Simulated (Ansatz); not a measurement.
Ge2Sb2Te5, response to strain

Consider Ge2Sb2Te5 (space group P-3m1, No. 164).

```xyz
9
Lattice="4.2933 0.0000 0.0000 -2.1466 3.7181 0.0000 0.0000 0.0000 17.6342" Properties=species:S:1:pos:R:3 pbc="T T T"
Te     0.0000     0.0000     0.0000
Ge     2.1466     1.2394     1.7323
Ge     0.0000     2.4787    15.9019
Te     0.0000     2.4787     3.4226
Te     2.1466     1.2394    14.2116
Sb     0.0000     0.0000     5.4567
Sb     0.0000     0.0000    12.1775
Te     2.1466     1.2394     7.1667
Te     0.0000     2.4787    10.4675
```

Cartesian axes are those of the cell as printed.

Strains are applied to the cell and any free atomic positions relax; under biaxial strain the out-of-plane vector relaxes too.

Level of theory: Ansatz (a first-principles code) PBE, without spin-orbit coupling.

Computed cases, in order: biaxial strain −1.81 %, plane normal [001], relaxed out of plane; biaxial strain −1.51 %, plane normal [001], relaxed out of plane; biaxial strain −0.89 %, plane normal [001], relaxed out of plane; the unstrained base; biaxial strain +2.15 %, plane normal [001], relaxed out of plane.

### Question
Between which two neighbouring cases does the gap turn between direct and indirect?

### Answer
Between the unstrained base (0.53 eV, indirect, Γ → K–Γ (88 % along)) and biaxial strain +2.15 %, plane normal [001], relaxed out of plane (0.43 eV, direct at Γ). The whole series: biaxial strain −1.81 %, plane normal [001], relaxed out of plane: 0.54 eV, indirect, Γ → K–Γ (88 % along); biaxial strain −1.51 %, plane normal [001], relaxed out of plane: 0.54 eV, indirect, Γ → K–Γ (87 % along); biaxial strain −0.89 %, plane normal [001], relaxed out of plane: 0.54 eV, indirect, Γ → K–Γ (88 % along); the unstrained base: 0.53 eV, indirect, Γ → K–Γ (88 % along); biaxial strain +2.15 %, plane normal [001], relaxed out of plane: 0.43 eV, direct at Γ.

With Sb and Te present, leaving out spin-orbit coupling can change the band edges. No phonon test of stability was made.
